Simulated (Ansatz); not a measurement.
A self-consistent single point of YCu5 (P6mm, 6 atoms in the cell) with Ansatz (a first-principles code).

Computed with LDA (PW92), default PAW files made with PBE (plane waves; Ansatz).

The change in words: lattice scaled by 0.98; basis.ecutwfc: 420 eV → 735 eV. Reference geometry:
```xyz
6
Lattice="4.9877 0.0000 0.0000 -2.4938 4.3195 0.0000 0.0000 0.0000 4.0214" Properties=species:S:1:pos:R:3 pbc="T T T"
Y      0.0000     0.0000     0.0500
Cu     0.0000     2.8796     0.0000
Cu     2.4938     1.4398     0.0000
Cu     2.4938     0.0000     2.0107
Cu     1.2469     2.1597     2.0107
Cu    -1.2469     2.1597     2.0107
```

Reference input (self-consistent single point, DFT, LDA (PW92), plane waves, default PAW files made with PBE): basis.ecutwfc = 420 eV; kpoints.mp_grid.grid = 6 6 6; hamiltonian.xc = lda; hamiltonian.pseudopotentials = {kind: paw} (the program's default PAW files); scf.occupations.method = fermi_dirac; scf.occupations.width = 0.1 eV. This run's input differs from it in these lines:

Ansatz 0.2 input:
```diff
@@ -3,5 +3,5 @@
   lattice:
-    - [4.987692, 0.000000, 0.000000]
-    - [-2.493846, 4.319468, 0.000000]
-    - [0.000000, 0.000000, 4.021419]
+    - [4.887938, 0.000000, 0.000000]
+    - [-2.443969, 4.233079, 0.000000]
+    - [0.000000, 0.000000, 3.940991]
   atoms:
@@ -14,3 +14,3 @@
 basis:
-  ecutwfc: 420.0
+  ecutwfc: 735.0
 kpoints:
```

The program printed (abridged):

```
SCF iter   1: F=—  HF=-36525.406658 eV  |F-HF|=—  |Δ(HF+E_count)|=         —  Δρ=1.82e-2  dr2=1.22e-1  ethr=1.77e-3  ⟨swp⟩=5.6  Hψ=5471  notcnv=0  defer=28
all-band conjugate gradients solve this SCF's bands
preconditioner: auto → Kerker (q_TF=auto, 2.850 Å⁻¹)
SCF iter   2: F=—  HF=-36525.376959 eV  |F-HF|=—  |Δ(HF+E_count)|=   2.97e-2  Δρ=2.77e-3  dr2=8.68e-3  ethr=1.15e-4  ⟨swp⟩=2.0  Hψ=3098  notcnv=0  defer=54
   [... lines left out ...]
SCF iter   6: F=—  HF=-36525.373876 eV  |F-HF|=—  |Δ(HF+E_count)|=   1.13e-5  Δρ=1.09e-4  dr2=8.58e-6  ethr=6.48e-8  ⟨swp⟩=2.0  Hψ=2496  notcnv=0  defer=54
SCF iter   7: F=—  HF=-36525.373878 eV  |F-HF|=—  |Δ(HF+E_count)|=   1.38e-6  Δρ=3.78e-5  dr2=8.14e-7  ethr=8.09e-9  ⟨swp⟩=2.0  Hψ=2461  notcnv=0  defer=54
SCF iter   8: F=—  HF=-36525.373878 eV  |F-HF|=—  |Δ(HF+E_count)|=   2.56e-8  Δρ=1.12e-5  dr2=1.07e-7  ethr=7.68e-10  ⟨swp⟩=2.6  Hψ=3146  notcnv=0  defer=54
SCF iter   9: F=-36525.373878 eV  HF=-36525.373878 eV  |F-HF|=5.33e-9  |Δ(HF+E_count)|=   1.65e-8  Δρ=2.69e-6  dr2=7.32e-9  ethr=9.43e-11  ⟨swp⟩=8.1  Hψ=5838  notcnv=0
SCF 1 converged in 9 iterations: F = -36525.373878 eV  dr2 = 7.32e-9
Free energy (F): -36525.373878 eV
Internal energy: -36525.253734 eV  (E = F + TS)
E sigma→0 (E₀):  -36525.313806 eV
Entropy (-TS):   -0.120144 eV (-20.024 meV/atom)
Fermi energy:    16.064229 eV
--- Forces (eV/Å), atoms counted from 1 ---
  atom   1  Y      0.00000000     0.00000000    -0.06102794
  atom   2  Cu     0.00000000    -0.00000000    -0.03599139
  atom   3  Cu     0.00000000     0.00000000    -0.03599139
  atom   4  Cu     0.00000000    -0.00000000     0.04433934
  atom   5  Cu     0.00000000     0.00000000     0.04433934
  atom   6  Cu     0.00000000    -0.00000000     0.04433934
--- Stress (GPa, compression-positive) ---
        1.664065      -0.000000      -0.000000
       -0.000000       1.664065       0.000000
        0.000000       0.000000       2.074698
  P = ⅓ Tr σ = 1.8009 GPa (18.009 kbar)
  The stress holds the Pulay correction. Without it, at fixed plane waves, as pw.x and ABINIT print it: P = 1.7985 GPa
```

The run converged in 9 iterations. Against the reference run the free energy drops by 14.3 meV/atom, the pressure goes from -6.08 to 1.80 GPa and the largest force goes from 0.050 to 0.061 eV/Å.

The starting cell comes from a database of computed structures (which also holds hypothetical and non-ambient phases and stackings), without a prior relaxation at this level. Its lattice was rescaled by up to half a per cent. One atom was moved a little off its site on purpose. For this run, on top of that: lattice scaled by 0.98. Spin polarisation is off. Ansatz's pressure includes its estimate of the finite-basis (Pulay) stress.
